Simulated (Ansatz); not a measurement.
**SrO under a change: isotropic strain +1.00 %**

The reference is SrO in the rock salt structure (space group Fm-3m, No. 225; a = 5.195 Å).

Modification: every lattice vector is stretched by 1.00 %; the atoms relax in the strained cell.

Calculations: Ansatz (an electronic-structure program), PBE, PAW, cutoff 420 eV, spin-orbit coupling left out. Settings: 11×11×11 k-points, 0.05 eV Fermi–Dirac smearing.

| quantity | base | changed | shift |
|---|---|---|---|
| volume per atom | 17.52 Å³ | 18.06 Å³ | +0.531 Å³ |
| space group | Fm-3m (No. 225) | Fm-3m (No. 225) | – |
| energy relative to the base (free energy F) | 0 meV/atom | +4.0 meV/atom | +4.0 meV/atom |
| pressure | 0.0 kbar | -23.6 kbar | -23.6 kbar |
| band gap | 3.33 eV | 3.33 eV | +0.008 eV |
| gap character | indirect, Γ → X | indirect, Γ → X | – |
| smallest direct gap | 3.42 eV | 3.45 eV | +0.025 eV |
| mean gap deformation potential ΔEg/Δln V | – | +0.3 eV | – |
| width of the top valence band | 1.05 eV | 1.00 eV | -0.05 eV |
| electron mass | 1.2 mₑ along k, 0.41 mₑ across (at X) | 1.2 mₑ along k, 0.41 mₑ across (at X) | – |
| valley order (the lowest conduction-band minima on the path, energy above the VBM, named in the base's zone) | X along ⟨100⟩ 3.33 eV; Γ 3.79 eV | X along ⟨100⟩ 3.33 eV; Γ 3.59 eV | – |

Final structure:

```xyz
2
Lattice="0.0000 2.6234 2.6234 2.6234 0.0000 2.6234 2.6234 2.6234 0.0000" Properties=species:S:1:pos:R:3 pbc="T T T"
Sr     0.0000     0.0000     0.0000
O      2.6234     2.6234     2.6234
```

Masses are band curvatures over ±0.01 Å⁻¹ around the edge. Along k means along the line from Γ to the band edge. Gaps are Kohn–Sham eigenvalue differences; semilocal functionals usually give less than the measured gap. Stability against distortions was not tested.
